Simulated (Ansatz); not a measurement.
The starting structures come from a database of crystals and need not be the phases stable at ambient conditions.

 Where the default PAW files enter, the runs use the earlier of Ansatz's two default sets.

Consider the following.

```
Ba2NaReO6
1.0
    5.95477     0.00000     0.00000
    0.00000     5.95477     0.00000
    2.97738    -2.97738     4.21066
Na Ba Re O
1 2 1 6
Cartesian
  0.00000   0.00000   0.00000
  2.97738   0.00000   2.10533
  5.95477   2.97738   2.10533
  2.97738   2.97738   0.00000
  2.97738   2.97738   1.90372
  5.95477   0.00000   2.30693
  4.32352   4.32352   0.00000
  1.63125   1.63125   0.00000
  1.63125   4.32352   0.00000
  4.32352   1.63125   0.00000
```

Space group of this cell: Fm-3m. The cell is taken as given; by PBEsol its mean pressure is -7.0 GPa.

Transport runs along the normal of the first two printed cell vectors, the (001) plane of the conventional cell.

The gap is the functional's own. No spin-orbit coupling. Mid-gap values are interpolated on the energy grid.

Q: Give the band gap and the smallest decay constant κ at mid-gap that PBEsol (Ansatz, a program for electronic structure) yields.

A: Gap 1.90 eV on a 8×8×8 mesh; κ = 0.355 1/Å, at (0.500, 0.500) of the in-plane reciprocal vectors. At the zone centre, at the nearest computed energy, the slowest state has κ = 0.39 1/Å.
